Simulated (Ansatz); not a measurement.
**Pressure series in Si**

Start from Si in the diamond structure (space group Fd-3m, No. 227; a = 5.4699 Å).

Cell and atoms are relaxed at each pressure.

The values are results of PBE/PAW in Ansatz (an electronic-structure program), without spin-orbit coupling, earlier PAW set, not measurements.

Notes on the quantities. hole mass: degenerate bands, along [100].

```json
[
 {"case": "base", "shortest interatomic distance": "2.369 Å", "density": "2.28 g/cm³", "band gap": "0.61 eV", "hole mass": "0.16, 0.27, 0.27 mₑ (at Γ)"},
 {"case": "pressure −2 GPa", "shortest interatomic distance": "2.387 Å", "density": "2.23 g/cm³", "band gap": "0.66 eV", "hole mass": "0.15, 0.27, 0.27 mₑ (at Γ)"},
 {"case": "pressure −1 GPa", "shortest interatomic distance": "2.378 Å", "density": "2.25 g/cm³", "band gap": "0.63 eV", "hole mass": "0.15, 0.27, 0.27 mₑ (at Γ)"},
 {"case": "pressure 1.8 GPa", "shortest interatomic distance": "2.353 Å", "density": "2.32 g/cm³", "band gap": "0.58 eV", "hole mass": "0.17, 0.27, 0.27 mₑ (at Γ)"},
 {"case": "pressure 4.2 GPa", "shortest interatomic distance": "2.335 Å", "density": "2.38 g/cm³", "band gap": "0.53 eV", "hole mass": "0.18, 0.26, 0.26 mₑ (at Γ)"},
 {"case": "pressure 9 GPa", "shortest interatomic distance": "2.303 Å", "density": "2.48 g/cm³", "band gap": "0.45 eV", "hole mass": "0.19, 0.25, 0.25 mₑ (at Γ)"},
 {"case": "pressure 18 GPa", "shortest interatomic distance": "2.254 Å", "density": "2.64 g/cm³", "band gap": "0.31 eV", "hole mass": "0.22, 0.24, 0.24 mₑ (at Γ)"},
 {"case": "pressure 30 GPa", "shortest interatomic distance": "2.204 Å", "density": "2.83 g/cm³", "band gap": "0.15 eV", "hole mass": "0.23, 0.23, 0.24 mₑ (at Γ)"},
 {"case": "pressure 45 GPa", "shortest interatomic distance": "2.155 Å", "density": "3.02 g/cm³", "band gap": "zero", "hole mass": "–"},
 {"case": "pressure 60 GPa", "shortest interatomic distance": "2.116 Å", "density": "3.20 g/cm³", "band gap": "zero", "hole mass": "–"}
]
```

A case with no gap was solved on a k-mesh chosen for an insulator, which is coarse for it. Load acts through the strain it causes; cell and atoms are relaxed under it. Effective masses come from finite differences of ±0.01 Å⁻¹. Whether these cells are dynamically stable was not tested. Measured, Si leaves this structure (for the β-tin structure) near 12 GPa (room temperature; as listed in arXiv:1906.07825). A zero or small gap of Si under pressure 30 GPa, Si under pressure 45 GPa and Si under pressure 60 GPa can be the functional's error rather than a property of the material.
